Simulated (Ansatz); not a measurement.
## A computed series for hypothetical rutile SnSe2: pressure series

Take SnSe₂ in the rutile structure (space group P4_2/mnm, No. 136; a = 6.4151 Å, c = 3.9945 Å; a hypothetical phase, not in the database extracts checked) as the base.

Cell and atoms are relaxed at each pressure.

Method: PBEsol (Ansatz, a first-principles code), no spin-orbit coupling.

```tsv
pressure (GPa)	volume per atom (Å³/atom)
-2	28.736
-1	27.991
0	27.398
0.9	?
2.1	26.400
4.5	25.493
15	22.889
22.5	21.664
30	20.700
```

Q: Fit the third-order Birch–Murnaghan form P(V) = (3B₀/2)[(V₀/V)^(7/3) − (V₀/V)^(5/3)]·[1 + (3/4)(B₀′ − 4)((V₀/V)^(2/3) − 1)] (squares taken in P) to the rows shown and predict the withheld row.

A: Least squares on the printed values gives V₀ = 27.431 Å³/atom, B₀ = 51.7 GPa, B₀′ = 5.1; this predicts 26.977 Å³/atom, and the run gives 26.938 Å³/atom, 0.039 lower.

Load acts through the strain it causes; cell and atoms are relaxed under it. Whether these cells are dynamically stable was not tested. No other phases were tried under pressure. The final runs are not spin-polarised.
